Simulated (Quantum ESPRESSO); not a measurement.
Input and output of a self-consistent single point for MgPt₇ (Fm-3m, 8 atoms in the cell) (Quantum ESPRESSO).

Computed with PBEsol, GBRV 1.5 ultrasoft (PBESOL) pseudopotentials (plane waves; Quantum ESPRESSO).

The change in words: lattice scaled by 0.98. Reference geometry:
```yaml
crystal:
  lattice:
    - [0.00000, 3.93653, 3.93653]
    - [3.93653, 0.00000, 3.93653]
    - [3.93653, 3.93653, 0.00000]
  atoms:
    - { symbol: Mg, position: [0.00000, 0.00000, 0.00000] }
    - { symbol: Pt, position: [0.50000, 0.00000, 0.00000] }
    - { symbol: Pt, position: [0.50000, 0.00000, 0.50000] }
    - { symbol: Pt, position: [0.00000, 0.50000, 0.50000] }
    - { symbol: Pt, position: [0.00000, 0.50000, 0.00000] }
    - { symbol: Pt, position: [0.50000, 0.50000, 0.00000] }
    - { symbol: Pt, position: [0.00000, 0.00000, 0.50000] }
    - { symbol: Pt, position: [0.50000, 0.50000, 0.50000] }
```

Reference input (self-consistent single point, DFT, PBEsol, plane waves, GBRV 1.5 ultrasoft (PBESOL) pseudopotentials): ecutwfc = 40 Ry; ecutrho = 320 Ry; occupations = smearing; smearing = gaussian; degauss = 0.019992 Ry; potentials = {Mg: mg_pbesol_v1.4.uspp.F.UPF, Pt: pt_pbesol_v1.4.uspp.F.UPF}; K_POINTS = automatic 6 6 6 0 0 0; conv_thr = 1e-10 Ry; mixing_beta = 0.4. This run's input differs from it in these lines:

```diff
@@ -38,5 +38,5 @@
 CELL_PARAMETERS {angstrom}
-   0.0000000000     3.9365250000     3.9365250000
-   3.9365250000     0.0000000000     3.9365250000
-   3.9365250000     3.9365250000     0.0000000000
+   0.0000000000     3.8577940000     3.8577940000
+   3.8577940000     0.0000000000     3.8577940000
+   3.8577940000     3.8577940000     0.0000000000
```

Log, with long lists cut:

```
     Self-consistent Calculation

     iteration #  1     ecut=    40.00 Ry     beta= 0.40

---- Real-time Memory Report at c_bands before calling an iterative solver
           311 MiB given to the printing process from OS
           120 MiB allocation reported by mallinfo(arena+hblkhd)
------------------

     negative rho (up, down):  1.246E+00 0.000E+00

     total energy              =   -1598.13250640 Ry
     estimated scf accuracy    <       6.32808003 Ry

     iteration #  2     ecut=    40.00 Ry     beta= 0.40

---- Real-time Memory Report at c_bands before calling an iterative solver
   [... lines left out ...]
           403 MiB given to the printing process from OS
           154 MiB allocation reported by mallinfo(arena+hblkhd)
------------------

     negative rho (up, down):  1.224E+00 0.000E+00

     total energy              =   -1599.16841251 Ry
     estimated scf accuracy    <          9.8E-10 Ry

     iteration # 12     ecut=    40.00 Ry     beta= 0.40

---- Real-time Memory Report at c_bands before calling an iterative solver
           404 MiB given to the printing process from OS
           154 MiB allocation reported by mallinfo(arena+hblkhd)
------------------

     negative rho (up, down):  1.224E+00 0.000E+00
     End of self-consistent calculation

   [... 7 lines left out ...]

   [... 7 lines left out ...]

   [... 7 lines left out ...]

   [... 7 lines left out ...]

     the Fermi energy is    22.0894 ev

!    total energy              =   -1599.16841252 Ry
     estimated scf accuracy    <          2.8E-11 Ry
     smearing contrib. (-TS)   =      -0.02458099 Ry
     internal energy E=F+TS    =   -1599.14383153 Ry

     convergence has been achieved in  12 iterations

     negative rho (up, down):  1.224E+00 0.000E+00

     Forces acting on atoms (cartesian axes, Ry/au):

     atom    1 type  1   force =     0.00000000    0.00000000    0.00000000
   [... zero for the other atoms too ...]

     Total force =     0.000000     Total SCF correction =     0.000000

     negative rho (up, down):  1.224E+00 0.000E+00
          total   stress  (Ry/bohr**3)                   (kbar)     P=      111.97
   0.00076115   0.00000000   0.00000000          111.97        0.00        0.00
  -0.00000000   0.00076115   0.00000000           -0.00      111.97        0.00
   0.00000000   0.00000000   0.00076115            0.00        0.00      111.97

   JOB DONE.
```

The run converged in 12 iterations. Against the reference run the free energy goes up by 19.5 meV/atom and the pressure goes from -5.05 to 11.20 GPa.

The starting cell comes from a database of computed structures (which also holds hypothetical and non-ambient phases and stackings), without a prior relaxation at this level. For this run, on top of that: lattice scaled by 0.98. Spin polarisation is off. With a pressure of about 11 GPa the cell is away from its equilibrium volume at this level.

Cost on one core of a shared machine: roughly 3 min.
